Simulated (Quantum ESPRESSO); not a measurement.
Quantum ESPRESSO run on AlFe (Pm-3m, 2 atoms in the cell): self-consistent single point.

Method of the run: PBEsol, GBRV 1.5 ultrasoft (PBESOL) pseudopotentials (plane waves; Quantum ESPRESSO).

```
AlFe
1.0
    2.80254     0.00000     0.00000
    0.00000     2.80254     0.00000
    0.00000     0.00000     2.80254
Al Fe
1 1
Cartesian
  0.00000   0.00000   0.00000
  1.40127   1.40127   1.40127
```
Moments meant for the start (each program seeds them in its own way; μB, in the order of the atoms Al Fe): 0.0 4.0.

Reference input (self-consistent single point, DFT, PBE, plane waves, GBRV 1.5 ultrasoft (PBE) pseudopotentials): ecutwfc = 50 Ry; ecutrho = 400 Ry; occupations = smearing; smearing = fermi-dirac; degauss = 0.0073499 Ry; nspin = 2; potentials = {Al: al_pbe_v1.uspp.F.UPF, Fe: fe_pbe_v1.5.uspp.F.UPF}; K_POINTS = automatic 12 12 12 0 0 0; conv_thr = 1e-09 Ry; mixing_beta = 0.4. This run's input differs from it in these lines:

```diff
@@ -26,4 +26,4 @@
 ATOMIC_SPECIES
-Al    26.9815  al_pbe_v1.uspp.F.UPF
-Fe    55.8450  fe_pbe_v1.5.uspp.F.UPF
+Al    26.9815  al_pbesol_v1.uspp.F.UPF
+Fe    55.8450  fe_pbesol_v1.5.uspp.F.UPF
 ATOMIC_POSITIONS {angstrom}
```

Output (repeated stretches shortened):

```
     Self-consistent Calculation

     iteration #  1     ecut=    50.00 Ry     beta= 0.40

     total energy              =    -255.58663398 Ry
     estimated scf accuracy    <       3.18289912 Ry

     total magnetization       =     1.46 Bohr mag/cell
     absolute magnetization    =     1.88 Bohr mag/cell

     iteration #  2     ecut=    50.00 Ry     beta= 0.40

     total energy              =    -255.97372613 Ry
     estimated scf accuracy    <       7.28763538 Ry

     total magnetization       =     0.38 Bohr mag/cell
     absolute magnetization    =     0.73 Bohr mag/cell

     iteration #  3     ecut=    50.00 Ry     beta= 0.40

   [... lines left out ...]
     absolute magnetization    =     1.91 Bohr mag/cell

   [... 13 blocks of this kind left out ...]

     iteration # 17     ecut=    50.00 Ry     beta= 0.40

     total energy              =    -256.91067261 Ry
     estimated scf accuracy    <       0.00000003 Ry

     total magnetization       =     0.63 Bohr mag/cell
     absolute magnetization    =     0.70 Bohr mag/cell

     iteration # 18     ecut=    50.00 Ry     beta= 0.40

     Magnetic moment per site  (integrated on atomic sphere of radius R)
     atom   1 (R=0.357)  charge=  1.2797  magn= -0.0203
     atom   2 (R=0.357)  charge= 14.5233  magn=  0.6451
     End of self-consistent calculation

     Number of k-points >= 100: set verbosity='high' to print the bands.

     the Fermi energy is    15.0126 ev

!    total energy              =    -256.91067271 Ry
     estimated scf accuracy    <          1.0E-09 Ry
     smearing contrib. (-TS)   =      -0.00502146 Ry
     internal energy E=F+TS    =    -256.90565125 Ry

     total magnetization       =     0.62 Bohr mag/cell
     absolute magnetization    =     0.70 Bohr mag/cell

     convergence has been achieved in  18 iterations

     Forces acting on atoms (cartesian axes, Ry/au):

     atom    1 type  1   force =     0.00000000    0.00000000    0.00000000
     atom    2 type  2   force =     0.00000000    0.00000000    0.00000000

     Total force =     0.000000     Total SCF correction =     0.000000

          total   stress  (Ry/bohr**3)                   (kbar)     P=       95.63
   0.00065006   0.00000000   0.00000000           95.63        0.00        0.00
   0.00000000   0.00065006   0.00000000            0.00       95.63        0.00
   0.00000000   0.00000000   0.00065006            0.00        0.00       95.63

   JOB DONE.
```

The run converged in 18 iterations. Against the reference run the pressure goes from 15.87 to 9.56 GPa and the size of the net moment moves little (0.32 to 0.31 μB/atom).

The starting cell comes from a database of computed structures (which also holds hypothetical and non-ambient phases and stackings), without a prior relaxation at this level. Its lattice was rescaled by a random factor within 2.5 % of one. The moments shrank to a small part of their start, a low-spin state that need not be the lowest. With a pressure of about 10 GPa the cell is away from its equilibrium volume at this level.

Cost on one core of a shared machine: roughly 40 s.
